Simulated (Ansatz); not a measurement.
Consider PbTe in the rock salt structure (space group Fm-3m, No. 225; a = 6.4420 Å). Axes: x, y, z lie along the cube axes.

Levels (all Ansatz, a program for electronic structure, PAW): PBEsol (420 eV, no spin-orbit coupling); HSE06 (420 eV, no SOC).

Its gap is 0.65 eV with PBEsol and 1.09 eV with HSE06.

Perturbation: the symmetric strain tensor [0.0016 -0.0066 -0.0024; -0.0066 -0.0077 0.0052; -0.0024 0.0052 -0.0116], atoms relaxed at fixed cell.

With PBEsol the gap becomes 0.48 eV.

Q: If the HSE06 correction stayed the same, what would the HSE06 gap be, and what does the HSE06 run give?

A: A rigid correction of +0.44 eV gives 0.92 eV. The HSE06 run gives 0.90 eV, so the two effects roughly add.

Single points use the geometry relaxed with PBEsol. The hybrid gap comes from the SCF mesh plus the semilocal run's edge points and a few special points and is an upper bound. Spin-orbit coupling, missing from the scalar runs, can matter with Pb and Te. Stability against distortions was not tested.
